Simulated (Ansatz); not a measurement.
The starting structures come from a database of crystals and need not be the phases stable at ambient conditions.

 Where the default PAW files enter, the runs use the earlier of Ansatz's two default sets.

The decay constant κ of evanescent states in the gap governs leakage through a thin film.

Input:

```xyz
6
Lattice="4.1178 0.0000 0.0000 -2.0589 5.3940 0.0000 0.0000 0.0000 4.2027" Properties=species:S:1:pos:R:3 pbc="T T T"
Rb     2.0589     1.4910     1.0972
Rb     0.0000     3.9030     3.1985
H      2.0589     5.0461     1.6676
H      0.0000     0.3479     3.7689
O      2.0589     4.3345     0.9983
O      0.0000     1.0595     3.0997
```

Space group of this cell: Cmc2_1. The cell is taken as given.

Transport runs along the normal of the first two printed cell vectors.

The gap is the functional's own. No spin-orbit coupling. Mid-gap values are interpolated on the energy grid.

**Question.** Give the band gap and the smallest decay constant κ at mid-gap that PBEsol (Ansatz, an electronic-structure program) yields.

**Answer.** Gap 3.58 eV on a 8×8×8 mesh; κ = 0.351 1/Å, at the zone centre.
